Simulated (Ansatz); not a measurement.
```yaml
crystal:
  lattice:
    - [5.08261, 0.00005, -0.07967]
    - [-0.00020, 5.08307, -0.00118]
    - [1.69839, -1.69760, 25.60109]
  atoms:
    - { symbol: Si, position: [0.10929, 0.37514, 0.18674] }
    - { symbol: Si, position: [0.76103, 0.90036, 0.04558] }
    - { symbol: Si, position: [0.62627, 0.42557, 0.11692] }
    - { symbol: Si, position: [0.17850, 0.89842, 0.25631] }
    - { symbol: O, position: [0.12606, 0.59570, 0.23516] }
    - { symbol: O, position: [0.32221, 0.43164, 0.13957] }
    - { symbol: O, position: [0.69560, 0.70640, 0.09299] }
    - { symbol: O, position: [0.81559, 0.37711, 0.16445] }
    - { symbol: O, position: [0.08054, 0.90904, 0.03006] }
    - { symbol: O, position: [0.16147, 0.08667, 0.20792] }
    - { symbol: O, position: [0.47196, 0.91677, 0.27862] }
    - { symbol: O, position: [0.66266, 0.19483, 0.06996] }
    - { symbol: Si, position: [0.03757, 0.47521, 0.46527] }
    - { symbol: Si, position: [0.66079, 0.00266, 0.32593] }
    - { symbol: Si, position: [0.55614, 0.52597, 0.39549] }
    - { symbol: Si, position: [0.13713, 0.00052, 0.53661] }
    - { symbol: O, position: [0.05282, 0.70576, 0.51217] }
    - { symbol: O, position: [0.25087, 0.52238, 0.41762] }
    - { symbol: O, position: [0.61838, 0.81466, 0.37435] }
    - { symbol: O, position: [0.74472, 0.47064, 0.44278] }
    - { symbol: O, position: [0.96562, 0.98422, 0.30364] }
    - { symbol: O, position: [0.09296, 0.19439, 0.48932] }
    - { symbol: O, position: [0.44888, 0.99510, 0.55200] }
    - { symbol: O, position: [0.59845, 0.30558, 0.34706] }
    - { symbol: Cu, position: [0.69045, 0.03829, 0.68469] }
    - { symbol: Cu, position: [0.19598, 0.03781, 0.68477] }
    - { symbol: Cu, position: [0.69070, 0.53552, 0.68200] }
    - { symbol: Cu, position: [0.19772, 0.53628, 0.68245] }
    - { symbol: Cu, position: [0.46710, 0.27466, 0.61003] }
    - { symbol: Cu, position: [0.96115, 0.25303, 0.61335] }
    - { symbol: Cu, position: [0.46557, 0.76065, 0.61116] }
    - { symbol: Cu, position: [0.95939, 0.76374, 0.61480] }
    - { symbol: Cu, position: [0.65772, 0.09179, 0.82732] }
    - { symbol: Cu, position: [0.15664, 0.08995, 0.82652] }
    - { symbol: Cu, position: [0.65719, 0.58863, 0.82718] }
    - { symbol: Cu, position: [0.15698, 0.58896, 0.82684] }
    - { symbol: Cu, position: [0.42573, 0.31471, 0.75567] }
    - { symbol: Cu, position: [0.92529, 0.31515, 0.75502] }
    - { symbol: Cu, position: [0.42589, 0.81321, 0.75577] }
    - { symbol: Cu, position: [0.92462, 0.81147, 0.75497] }
    - { symbol: Cu, position: [0.61903, 0.14041, 0.96788] }
    - { symbol: Cu, position: [0.12454, 0.14345, 0.97100] }
    - { symbol: Cu, position: [0.62017, 0.64997, 0.96910] }
    - { symbol: Cu, position: [0.12445, 0.62947, 0.97190] }
    - { symbol: Cu, position: [0.38545, 0.36768, 0.90024] }
    - { symbol: Cu, position: [0.89163, 0.36708, 0.89985] }
    - { symbol: Cu, position: [0.38702, 0.86563, 0.89760] }
    - { symbol: Cu, position: [0.89151, 0.86582, 0.89768] }
```

The first 24 atoms are the substrate (SiO2-cr), the rest the film (Cu).

Calculation: PBE (plane waves to 420 eV, PAW; Ansatz, a program for electronic structure). No spin–orbit coupling; the runs are not spin-polarised; PBE gaps are too small against experiment. Its k-point mesh 5×5×1, Fermi–Dirac width 0.05 eV.

### Question
Describe the bonding at the interfaces and give the barriers.

### Answer
A periodic stack without vacuum, fcc Cu (0 0 1) on alpha cristobalite (0 0 1) (film strained to the substrate, faces as cut): substrate slab Si8O16, film Cu24, surface cells [[0, 1], [-1, 0]] and [[2, 0], [2, 2]], film strained by -1.0 and -1.0 %, faces O/O and Cu/Cu as cut (like faces can put a slab off its formula).
* **interface area**: 25.8 Å²
* **period**: 25.62 Å
* **gaps between the outermost planes at the two interfaces**: 1.49 and 1.49 Å
* **Cu–Si contacts across the interfaces within 1.22 times the sum of covalent radii**: 8, mean 2.69 Å
* **Cu–O contacts across the interfaces within 1.22 times the sum of covalent radii**: 4, mean 2.00 Å
* **hole barrier (PBE)**: 2.45 eV
* **electron barrier (PBE)**: 3.07 eV
